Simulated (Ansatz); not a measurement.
**PbS under a change: isotropic strain −0.50 %**

Start from PbS in the rock salt structure (space group Fm-3m, No. 225; a = 6.009 Å).

It is then changed as follows: every lattice vector is shortened by 0.50 %; the atoms relax in the strained cell.

Method: PBE (Ansatz, a quantum-chemistry and plane-wave program, PAW, no spin-orbit coupling). k-mesh 10×10×10 (Γ-centred); smearing 0.05 eV (Fermi–Dirac).

```json
[
 {"quantity": "volume per atom", "base": "27.12 Å³", "changed": "26.72 Å³", "shift": "-0.40 Å³"},
 {"quantity": "space group", "base": "Fm-3m (No. 225)", "changed": "Fm-3m (No. 225)", "shift": "–"},
 {"quantity": "shortest interatomic distance", "base": "3.004 Å", "changed": "2.989 Å", "shift": "-0.015 Å"},
 {"quantity": "energy relative to the base (free energy F)", "base": "0 meV/atom", "changed": "+1.0 meV/atom", "shift": "+1.0 meV/atom"},
 {"quantity": "pressure", "base": "0.00 GPa", "changed": "0.82 GPa", "shift": "+0.82 GPa"},
 {"quantity": "band gap", "base": "0.49 eV", "changed": "0.44 eV", "shift": "-0.05 eV"},
 {"quantity": "gap character", "base": "direct at L", "changed": "direct at L", "shift": "–"},
 {"quantity": "mean gap deformation potential ΔEg/Δln V", "base": "–", "changed": "+3.4 eV", "shift": "–"},
 {"quantity": "width of the top valence band", "base": "3.16 eV", "changed": "3.27 eV", "shift": "+0.11 eV"},
 {"quantity": "electron mass", "base": "0.16 mₑ (at L)", "changed": "0.14 mₑ along k, 0.16 mₑ across (at L)", "shift": "–"},
 {"quantity": "valley order (the lowest conduction-band minima on the path, energy above the VBM, named in the base's zone)", "base": "L along ⟨111⟩ 0.49 eV; a point along ⟨110⟩, about 0.6 Å⁻¹ from Γ 1.36 eV", "changed": "L along ⟨111⟩ 0.44 eV; a point along ⟨110⟩, about 0.6 Å⁻¹ from Γ 1.32 eV", "shift": "–"}
]
```

Final structure:

```
PbS
1.0
    0.00000     2.98943     2.98943
    2.98943     0.00000     2.98943
    2.98943     2.98943     0.00000
Pb S
1 1
Direct
  0.00000   0.00000   0.00000
  0.50000   0.50000   0.50000
```

Cost of the whole job for the changed cell (relaxation, final SCF and bands): around 13 core-seconds (rough).

With Pb present, leaving out spin-orbit coupling can change the band edges. Effective masses come from finite differences of ±0.01 Å⁻¹. Along k means along the line from Γ to the band edge. Stability against distortions was not tested.
